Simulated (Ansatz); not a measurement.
# Mo, response to strain

Start from Mo in the bcc (W type) structure (space group Im-3m, No. 229; relaxed with 0.1 eV smearing).

```xyz
1
Lattice="-1.5650 1.5650 1.5650 1.5650 -1.5650 1.5650 1.5650 1.5650 -1.5650" Properties=species:S:1:pos:R:3 pbc="T T T"
Mo     0.0000     0.0000     0.0000
```

Cartesian axes are those of the cell as printed.

Strains are applied to the cell and any free atomic positions relax.

Level of theory: PBEsol in Ansatz (plane waves to 420 eV, PAW, no spin-orbit coupling).

Candidates:
(a) uniaxial strain ε_zz = +3.00 %
(b) uniaxial strain ε_zz = +2.00 %
(c) uniaxial strain ε_zz = −2.00 %

Notes on the quantities. energy relative to the base: free energy F.

Q: Order them by energy relative to the base, lowest first.

A: (b) uniaxial strain ε_zz = +2.00 % (+9.0 meV/atom), (c) uniaxial strain ε_zz = −2.00 % (+9.8 meV/atom), (a) uniaxial strain ε_zz = +3.00 % (+20 meV/atom)

Stability against distortions was not tested. All final runs are without spin polarisation.

Ansatz is an electronic-structure program.
